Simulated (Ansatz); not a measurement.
Base system: Si in the diamond structure (space group Fd-3m, No. 227; a = 5.4021 Å). Axes: x, y, z lie along the cube axes.

All numbers come from DFT with LDA, PAW potentials and a 420 eV plane-wave cutoff in Ansatz (a program for electronic structure), scalar-relativistic without spin-orbit coupling.

Strains are applied to the cell and any free atomic positions relax.

One change was made to it. Results:

```csv
quantity,base,after
shortest interatomic distance,2.339 Å,2.329 Å
band gap,0.45 eV,0.22 eV
"valence-band top at Γ (three highest levels, from the VBM)","0.00, 0.00, 0.00 eV","0.00, -0.15, -0.27 eV"
"pressure (mean of the normal stresses, compression positive)",-0.01 GPa,0.01 GPa
```

**Question.** Which of these changes matches the shifts?
A) tensor shear ε_xy = +2.00 %
B) tensor shear ε_xy = +0.57 %
C) tensor shear ε_xy = +1.14 %
D) tensor shear ε_xy = +1.43 %

**Answer.** D, tensor shear ε_xy = +1.43 %. For comparison, the band gap in the other runs: tensor shear ε_xy = +0.57 % gives 0.39 eV; tensor shear ε_xy = +1.14 % gives 0.28 eV; tensor shear ε_xy = +2.00 % gives 0.08 eV.

No phonon test of stability was made. A zero or small gap of Si under tensor shear ε_xy = +1.43 %, Si under tensor shear ε_xy = +1.14 % and Si under tensor shear ε_xy = +2.00 % can be the functional's error rather than a property of the material.
